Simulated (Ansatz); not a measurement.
# RbBr: response to strain

Start from RbBr in the rock salt structure (space group Fm-3m, No. 225; a = 6.843 Å). Axes: x, y, z lie along the cube axes.

Strains are applied to the cell and any free atomic positions relax; under biaxial strain the out-of-plane vector relaxes too.

Computed with PBEsol in Ansatz (plane waves to 420 eV, PAW, no SOC).

Candidates:
(a) biaxial strain +1.25 %, plane normal [111], relaxed out of plane
(b) biaxial strain +1.67 %, plane normal [111], relaxed out of plane
(c) biaxial strain +0.83 %, plane normal [111], relaxed out of plane

Question: Order them by out-of-plane strain, lowest first.

Answer: (b) biaxial strain +1.67 %, plane normal [111], relaxed out of plane (-1.96 %), (a) biaxial strain +1.25 %, plane normal [111], relaxed out of plane (-1.45 %), (c) biaxial strain +0.83 %, plane normal [111], relaxed out of plane (-0.94 %)

Stability against distortions was not tested.

Ansatz is a quantum-chemistry and plane-wave program.
